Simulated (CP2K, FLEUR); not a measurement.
A CP2K input for a self-consistent single point of Pb (Fm-3m, 1 atom in the cell) (DFT PBE, GPW, TZVP-MOLOPT-SR-GTH basis, GTH-PBE potentials (GTH_POTENTIALS)):

```
&GLOBAL
  PROJECT run
  RUN_TYPE ENERGY_FORCE
  PRINT_LEVEL LOW
&END GLOBAL
&FORCE_EVAL
  METHOD Quickstep
  STRESS_TENSOR ANALYTICAL
  &DFT
    BASIS_SET_FILE_NAME BASIS_MOLOPT_UCL
    POTENTIAL_FILE_NAME GTH_POTENTIALS
    &QS
      METHOD GPW
      EPS_DEFAULT 1E-10
    &END QS
    &MGRID
      CUTOFF 400
      REL_CUTOFF 60
      NGRIDS 4
    &END MGRID
    &SCF
      SCF_GUESS ATOMIC
      EPS_SCF 1E-6
      MAX_SCF 100
      ADDED_MOS 4
      &DIAGONALIZATION
        ALGORITHM STANDARD
      &END DIAGONALIZATION
      &MIXING
        METHOD BROYDEN_MIXING
        ALPHA 0.3
        NBUFFER 12
      &END MIXING
      &SMEAR ON
        METHOD FERMI_DIRAC
        ELECTRONIC_TEMPERATURE [K] 1160.45
      &END SMEAR
    &END SCF
    &KPOINTS
      SCHEME MONKHORST-PACK 9 9 9
    &END KPOINTS
    &XC
      &XC_FUNCTIONAL PBE
      &END XC_FUNCTIONAL
    &END XC
    &PRINT
      &MO
        EIGENVALUES T
        OCCUPATION_NUMBERS T
        NDIGITS 8
        FILENAME mo
        &EACH
          QS_SCF 0
        &END EACH
        ADD_LAST NUMERIC
      &END MO
      &MULLIKEN OFF
      &END MULLIKEN
    &END PRINT
  &END DFT
  &SUBSYS
    &CELL
      ABC 3.50017900 3.50017881 3.50017870
      ALPHA_BETA_GAMMA 59.99999862 60.00000662 60.00000765
      PERIODIC XYZ
    &END CELL
    &COORD
      Pb       0.00000000     0.00000000     0.00000000
    &END COORD
    &KIND Pb
      BASIS_SET TZVP-MOLOPT-SR-GTH
      POTENTIAL GTH-PBE-q4
    &END KIND
  &END SUBSYS
  &PRINT
    &FORCES ON
    &END FORCES
    &STRESS_TENSOR ON
    &END STRESS_TENSOR
  &END PRINT
&END FORCE_EVAL
```

### Question
Give the FLEUR input for the same structure, mesh, smearing and functional.

### Answer
One input that does it (others would too):

Input of the input generator:

```
Pb
&input film=f /
0.0000000000 2.4750000000 2.4750000000
2.4750000000 0.0000000000 2.4750000000
2.4750000000 2.4750000000 0.0000000000
1.8897261246
1.0 1.0 1.0

1
82 0.0000000000 0.0000000000 0.0000000000

&comp jspins=1 /
&kpt div1=9 div2=9 div3=9 /
&end /
```

```xml
<?xml version="1.0" encoding="UTF-8" standalone="no"?>
<fleurInput fleurInputVersion="0.39">
   <comment>
      Pb                                                                                                  
   </comment>
   <calculationSetup>
      <cutoffs Kmax="3.8" Gmax="15.2" GmaxXC="15.2" numbands="0"/>
      <scfLoop itmax="100" minDistance="0.00001" maxIterBroyd="15" imix="Anderson" alpha="0.05" precondParam="0.0" spinf="2.0"/>
      <coreElectrons ctail="T" frcor="F" kcrel="0" coretail_lmax="0"/>
      <xcFunctional name="pbe" relativisticCorrections="F"/>
      <magnetism jspins="1"/>
      <soc l_soc="F" theta="0.0" phi="0.0" spav="F"/>
      <expertModes spex="0" secvar="F"/>
      <geometryOptimization l_f="T" forcealpha="1.0" forcemix="BFGS" epsdisp="0.00001" epsforce="0.00001"/>
      <ldaU l_linMix="F" mixParam="0.05" spinf="1.0"/>
   </calculationSetup>
   <cell>
      <bzIntegration valenceElectrons="14.0" mode="hist" fermiSmearingEnergy="0.00367493">
         <kPointListSelection listName="default-1"/>
         <!-- k-points included here -->
         <xi:include xmlns:xi="http://www.w3.org/2001/XInclude" href="kpts.xml"> </xi:include>
      </bzIntegration>
      <!-- symmetry operations included here -->
      <xi:include xmlns:xi="http://www.w3.org/2001/XInclude" href="sym.xml"> </xi:include>
      <bulkLattice scale="1.0">
         <bravaisMatrix>
            <row-1>    0.0000000000000000     4.6770721583850001     4.6770721583850001</row-1>
            <row-2>    4.6770721583850001     0.0000000000000000     4.6770721583850001</row-2>
            <row-3>    4.6770721583850001     4.6770721583850001     0.0000000000000000</row-3>
         </bravaisMatrix>
      </bulkLattice>
   </cell>
   <atomSpecies>
      <species name="Lead (Pb)" element="Pb" atomicNumber="82">
         <mtSphere radius="2.68" gridPoints="925" logIncrement="0.015"/>
         <atomicCutoffs lmax="10" lnonsphr="8"/>
         <electronConfig flipSpins="F">
            <coreConfig>(1s1/2) (2s1/2) (2p1/2) (2p3/2) (3s1/2) (3p1/2) (3p3/2) (4s1/2) (3d3/2) (3d5/2) (4p1/2) (4p3/2) (5s1/2) (4d3/2) (4d5/2) (4f5/2) (4f7/2) (5p1/2) (5p3/2)</coreConfig>
            <valenceConfig>(6s1/2) (5d3/2) (5d5/2) (6p1/2) (6p3/2)</valenceConfig>
            <stateOccupation state="(6p1/2)" spinUp="0.3333333333333" spinDown="0.3333333333333"/>
            <stateOccupation state="(6p3/2)" spinUp="0.6666666666667" spinDown="0.6666666666667"/>
         </electronConfig>
         <energyParameters s="6" p="6" d="6" f="5"/>
         <lo type="SCLO" l="2" n="5" eDeriv="0"/>
      </species>
   </atomSpecies>
   <atomGroups>
      <atomGroup species="Lead (Pb)">
         <relPos label="                   1">.0000000000 .0000000000 .0000000000</relPos>
         <force calculate="T" relaxXYZ="TTT"/>
      </atomGroup>
   </atomGroups>
   <output dos="F" band="F" slice="F">
      <checks vchk="F" cdinf="F"/>
      <bandDOS minEnergy="-.5*Htr" maxEnergy="0.5*Htr" sigma="0.015" storeEVData="T"/>
      <vacuumDOS vacdos="F" integ="F" star="F" nstars="0" locx1="0.0" locy1="0.0" locx2="0.0" locy2="0.0" nstm="0" tworkf="0.0"/>
      <unfoldingBand unfoldBand="F" supercellX="1" supercellY="1" supercellZ="1"/>
      <plotting iplot="0" polar="F">
         <plot TwoD="T" vec1="  1.0  0.0  0.0" vec2="  0.0  1.0  0.0" vec3="  0.0  0.0  1.0" zero="  0.0  0.0  0.0" file="plot"/>
      </plotting>
      <chargeDensitySlicing numkpt="0" minEigenval="0.0" maxEigenval="0.0" nnne="0" pallst="F"/>
      <specialOutput eonly="F"/>
      <magneticCircularDichroism mcd="F" energyLo="-10.0" energyUp="0.0"/>
   </output>
  <!-- We include the file relax.xml here to enable relaxations (see documentation) -->
  <xi:include xmlns:xi="http://www.w3.org/2001/XInclude" href="relax.xml"> <xi:fallback/> </xi:include>
</fleurInput>
```

Basis settings and potentials, where a program has them, do not carry over. This input uses DFT, PBE, all-electron FLAPW (FLEUR), scalar-relativistic valence.

The starting cell has typed, rounded lattice constants, without a prior relaxation at this level.
